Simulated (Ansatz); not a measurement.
A calculation on rock-salt LuN returned lattice constant a 4.702 Å, bulk modulus 184 GPa, cohesive energy 6.97 eV/atom.

Question: Which level of theory produced these numbers?
A) LDA (Ansatz (a quantum-chemistry and plane-wave program))
B) HSE06 (Ansatz)
C) PBEsol (Ansatz)
D) PBE0 (Ansatz)

Answer: C, PBEsol (Ansatz)

The others give: PBE0 4.758 Å, 185 GPa, 6.35 eV/atom; LDA 4.656 Å, 198 GPa, 7.55 eV/atom; HSE06 4.757 Å, 184 GPa, 6.34 eV/atom.

Unless a cell is named, each level is at its own relaxed cell (HSE06 13.45, LDA 12.62, PBE0 13.46, PBEsol 12.99 Å³/atom).

Ansatz's density-functional and Hartree–Fock values are scalar-relativistic unless marked +SOC, with PAW data made under PBE.
